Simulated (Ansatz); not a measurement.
# HfO2: pressure series

Consider HfO$_{2}$ in the fluorite structure (space group Fm-3m, No. 225; a = 5.098 Å).

Cell and atoms are relaxed at each pressure.

Calculations: PBE in Ansatz (plane waves to 420 eV, PAW, spin-orbit coupling left out), earlier PAW set.

```tsv
pressure (GPa)	volume per atom (Å³/atom)
-2	11.134
-1	?
0	11.042
3	10.912
7	10.749
15	10.458
30	10.002
50	9.517
75	9.038
```

Question: Fit the third-order Birch–Murnaghan form P(V) = (3B₀/2)[(V₀/V)^(7/3) − (V₀/V)^(5/3)]·[1 + (3/4)(B₀′ − 4)((V₀/V)^(2/3) − 1)] (squares taken in P) to the rows shown and predict the withheld row.

Answer: Least squares on the printed values gives V₀ = 11.042 Å³/atom, B₀ = 247 GPa, B₀′ = 4.1; this predicts 11.087 Å³/atom, and the run gives 11.087 Å³/atom, in agreement.

Load acts through the strain it causes; cell and atoms are relaxed under it. Whether these cells are dynamically stable was not tested. Competing high-pressure phases were not computed. This is not the structure that HfO2 has at room temperature and ambient pressure.

Ansatz is a program for electronic structure.
